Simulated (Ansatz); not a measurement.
AlN (model structure, started from the BeO type, P4₂/mnm, No. 136, 8 atoms in the cell)

The numbers are results of r²SCAN+rVV10 (Ansatz, a program for electronic structure, PAW), not measurements.

Run with plane-wave cutoff 560 eV, 6×6×12 k mesh (along the axes of the cell as run), Fermi–Dirac smearing 0.01 eV, scalar-relativistic PAW data made under PBE.

Cell (relaxed at this level):

```cif
data_Al4N4
_chemical_formula_sum 'Al4 N4'
_space_group_name_H-M_alt 'P 1'
_space_group_IT_number 1
_cell_length_a 5.27697
_cell_length_b 5.27697
_cell_length_c 3.09824
_cell_angle_alpha 90.000
_cell_angle_beta 90.000
_cell_angle_gamma 90.000
loop_
_space_group_symop_operation_xyz
  'x, y, z'
loop_
_atom_site_label
_atom_site_type_symbol
_atom_site_fract_x
_atom_site_fract_y
_atom_site_fract_z
_atom_site_occupancy
Al1 Al 0.32313 0.67687 0.00000 1
Al2 Al 0.67687 0.32313 0.00000 1
Al3 Al 0.82313 0.82313 0.50000 1
Al4 Al 0.17687 0.17687 0.50000 1
N1 N 0.31504 0.31504 0.00000 1
N2 N 0.68496 0.68496 0.00000 1
N3 N 0.18496 0.81504 0.50000 1
N4 N 0.81504 0.18496 0.50000 1
```

```
Quantity                        Value
--------  ---------------------------
band gap  4.47 eV (on the SCF k mesh)
```

Note: the relaxation could raise the start's symmetry but not lower it, so the cell can be a saddle point.

Computed values are for the static lattice.

A model structure was made by putting elements into a prototype or built by hand; it is no filed structure, need not be a known phase, and can be a saddle point held by its symmetry.
